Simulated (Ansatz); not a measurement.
End structure of a constructed model of the (111) surface of fcc Ir, a layer of Sc in place of the third plane (bottom of the slab: a bare face, its two planes held):

```
CELL_PARAMETERS angstrom
      2.73720     0.00000     0.00000
     -1.36860     2.37048     0.00000
      0.00000     0.00000    28.00000
ATOMIC_POSITIONS crystal
  Ir 0.33333 0.66667 0.29424
  Ir 0.66667 0.33333 0.37406
  Ir 0.00000 0.00000 0.45466
  Sc 0.33333 0.66667 0.53870
  Ir 0.66667 0.33333 0.62307
  Ir 0.00000 0.00000 0.70253
```

Model: 6-atom slab, 11.5 Å thick at the start with caps and adatoms (thin: gaps and levels are the slab's own), 16x16x1 mesh, Fermi-Dirac 0.1 eV, dipole correction, 2 atoms held, the rest relaxed; symmetry of the start imposed; no spin, no spin-orbit, no U. In PBE it lies 0.66 eV a 1x1 cell over the lowest computed structure of the same composition (a layer of Sc in place of the second plane).

What is the computed work function of the top face (PBE (Ansatz, an electronic-structure program))?

5.60 eV
